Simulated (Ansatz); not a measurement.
Subject: the energy change from cell B to cell A (Cl taken out, in a slab cell with six atoms a plane). Reaction: cell B → cell A + Cl (atom). The sign is products less reactants.

Cell A: a slab of composition Si36Cl11 built on Si (diamond, Fd-3m) (100), with 24 atoms on that crystal's sites, 47 atoms, rectangular cell of 11.60 × 7.74 Å (89.8 Å²), symmetry Pm within 0.02 Å, 10.4 Å thick under 16 Å of vacuum, in-plane vectors held at the crystal's; planes from bottom to top: Cl6 | Si6 × 6 | Cl5; foreign atoms: three times Cl bound to 1 Si at 2.08 Å; eight times Cl bound to 1 Si at 2.07 Å; spin state with PBE: net moment 1.0 μB a cell, k-point mesh 2×3×1.
```yaml
crystal:
  lattice:
    - [11.60360, 0.00000, 0.00000]
    - [0.00000, 7.73573, 0.00000]
    - [0.00000, 0.00000, 26.27381]
  atoms:
    - { symbol: Si, position: [0.00000, 0.09700, 0.62286] }
    - { symbol: Si, position: [0.00000, 0.40644, 0.62370] }
    - { symbol: Si, position: [0.16608, 0.01598, 0.57754] }
    - { symbol: Si, position: [0.16693, 0.48321, 0.57754] }
    - { symbol: Si, position: [0.16666, 0.24977, 0.51846] }
    - { symbol: Si, position: [0.16664, 0.74965, 0.53360] }
    - { symbol: Si, position: [0.00000, 0.24938, 0.46666] }
    - { symbol: Si, position: [0.00000, 0.74943, 0.48173] }
    - { symbol: Si, position: [0.00000, 0.51580, 0.42261] }
    - { symbol: Si, position: [0.00000, 0.98317, 0.42262] }
    - { symbol: Si, position: [0.16677, 0.59394, 0.37630] }
    - { symbol: Si, position: [0.16679, 0.90539, 0.37630] }
    - { symbol: Si, position: [0.33266, 0.09355, 0.62383] }
    - { symbol: Si, position: [0.33341, 0.40489, 0.62391] }
    - { symbol: Si, position: [0.50000, 0.01577, 0.57791] }
    - { symbol: Si, position: [0.50000, 0.48328, 0.57763] }
    - { symbol: Si, position: [0.50000, 0.24945, 0.51859] }
    - { symbol: Si, position: [0.50000, 0.74978, 0.53368] }
    - { symbol: Si, position: [0.33361, 0.25004, 0.46657] }
    - { symbol: Si, position: [0.33341, 0.75012, 0.48172] }
    - { symbol: Si, position: [0.33357, 0.51635, 0.42260] }
    - { symbol: Si, position: [0.33349, 0.98377, 0.42258] }
    - { symbol: Si, position: [0.50000, 0.59479, 0.37617] }
    - { symbol: Si, position: [0.50000, 0.90612, 0.37610] }
    - { symbol: Si, position: [0.66734, 0.09355, 0.62383] }
    - { symbol: Si, position: [0.66659, 0.40489, 0.62391] }
    - { symbol: Si, position: [0.83392, 0.01598, 0.57754] }
    - { symbol: Si, position: [0.83307, 0.48321, 0.57754] }
    - { symbol: Si, position: [0.83334, 0.24977, 0.51846] }
    - { symbol: Si, position: [0.83336, 0.74965, 0.53360] }
    - { symbol: Si, position: [0.66639, 0.25004, 0.46657] }
    - { symbol: Si, position: [0.66659, 0.75012, 0.48172] }
    - { symbol: Si, position: [0.66643, 0.51635, 0.42260] }
    - { symbol: Si, position: [0.66651, 0.98377, 0.42258] }
    - { symbol: Si, position: [0.83323, 0.59394, 0.37630] }
    - { symbol: Si, position: [0.83321, 0.90539, 0.37630] }
    - { symbol: Cl, position: [0.00000, 0.51319, 0.69641] }
    - { symbol: Cl, position: [0.16687, 0.49962, 0.30245] }
    - { symbol: Cl, position: [0.16684, 0.99959, 0.30244] }
    - { symbol: Cl, position: [0.32868, 0.99935, 0.69784] }
    - { symbol: Cl, position: [0.33333, 0.49826, 0.69793] }
    - { symbol: Cl, position: [0.50000, 0.50026, 0.30234] }
    - { symbol: Cl, position: [0.50000, 0.00022, 0.30222] }
    - { symbol: Cl, position: [0.67132, 0.99935, 0.69784] }
    - { symbol: Cl, position: [0.66667, 0.49826, 0.69793] }
    - { symbol: Cl, position: [0.83313, 0.49962, 0.30245] }
    - { symbol: Cl, position: [0.83316, 0.99959, 0.30244] }
```

Cell B: a slab of composition Si36Cl12 built on Si (diamond, Fd-3m) (100), with 24 atoms on that crystal's sites, 48 atoms, rectangular cell of 11.60 × 7.74 Å (89.8 Å²), symmetry Pmmn within 0.02 Å, 10.4 Å thick under 16 Å of vacuum, in-plane vectors held at the crystal's; planes from bottom to top: Cl6 | Si6 × 6 | Cl6; foreign atoms: 12 times Cl bound to 1 Si at 2.07 Å; spin state with PBE: run without spin, k-point mesh 2×3×1.
```
ClSi3
1.0
   11.60360     0.00000     0.00000
    0.00000     7.73573     0.00000
    0.00000     0.00000    26.27381
Si Cl
36 12
Direct
  0.00000   0.09434   0.62384
  0.00000   0.40566   0.62384
  0.16667   0.01634   0.57750
  0.16667   0.48366   0.57750
  0.16667   0.25000   0.51837
  0.16667   0.75000   0.53352
  0.00000   0.25000   0.46648
  0.00000   0.75000   0.48163
  0.00000   0.51634   0.42250
  0.00000   0.98366   0.42250
  0.16667   0.59434   0.37616
  0.16667   0.90566   0.37616
  0.33333   0.09434   0.62384
  0.33333   0.40566   0.62384
  0.50000   0.01634   0.57750
  0.50000   0.48366   0.57750
  0.50000   0.25000   0.51837
  0.50000   0.75000   0.53352
  0.33333   0.25000   0.46648
  0.33333   0.75000   0.48163
  0.33333   0.51634   0.42250
  0.33333   0.98366   0.42250
  0.50000   0.59434   0.37616
  0.50000   0.90566   0.37616
  0.66667   0.09434   0.62384
  0.66667   0.40566   0.62384
  0.83333   0.01634   0.57750
  0.83333   0.48366   0.57750
  0.83333   0.25000   0.51837
  0.83333   0.75000   0.53352
  0.66667   0.25000   0.46648
  0.66667   0.75000   0.48163
  0.66667   0.51634   0.42250
  0.66667   0.98366   0.42250
  0.83333   0.59434   0.37616
  0.83333   0.90566   0.37616
  0.00000   0.99999   0.69767
  0.00000   0.50001   0.69767
  0.16667   0.49999   0.30233
  0.16667   0.00001   0.30233
  0.33333   0.99999   0.69767
  0.33333   0.50001   0.69767
  0.50000   0.49999   0.30233
  0.50000   0.00001   0.30233
  0.66667   0.99999   0.69767
  0.66667   0.50001   0.69767
  0.83333   0.49999   0.30233
  0.83333   0.00001   0.30233
```

Reference: an isolated Cl atom (doublet) in a box of 11 × 11 × 12 Å.

Plane-wave PAW calculations with Ansatz (a quantum-chemistry and plane-wave program), its default PAW set, cutoff 420 eV, 500 eV for r2SCAN. The structures are at rest with PBE, within the held lattices; other levels are single points on them. HSE06 runs on coarser k-point meshes, mended by the PBE difference between the two meshes. Neutral cells; Fermi-Dirac smearing of at most 0.05 eV in the solids, energies taken to zero width. The lattices are those relaxed with PBE or held as stated, so at other levels the solids can be strained, which adds to the spread. Larger cells are relaxed from a start prepared with the learned potential CHGNet, on a coarser mesh till forces fall under 0.03 eV/Å, which some starts already meet. A dispersion term (D3(BJ), or D4 for r2SCAN) was computed beside these levels and is taken off wherever the name lacks it. Static lattices, no vibrational contributions. Cells are local rest points, mostly with their start's symmetry. No search over spin orders was made beyond those shown. No correction for cell size. Cell A has symmetry Pm within 0.02 Å and got no random move, so less symmetric positions, which may lie lower, weren't tried. Cell B has symmetry Pmmn within 0.02 Å and got no random move, so less symmetric positions, which may lie lower, weren't tried.

### Question
Estimate the value that PBE returns for this input.

### Answer
4.04 eV, for cell B → cell A + Cl (atom).

### Question
What do the other levels give, and how wide is the spread?

### Answer
```tsv
Level	value (eV)	less PBE
r2SCAN	4.11	0.07
HSE06	4.05	0.01
```

The levels shown span 0.07 eV, from PBE (4.04) to r2SCAN (4.11).
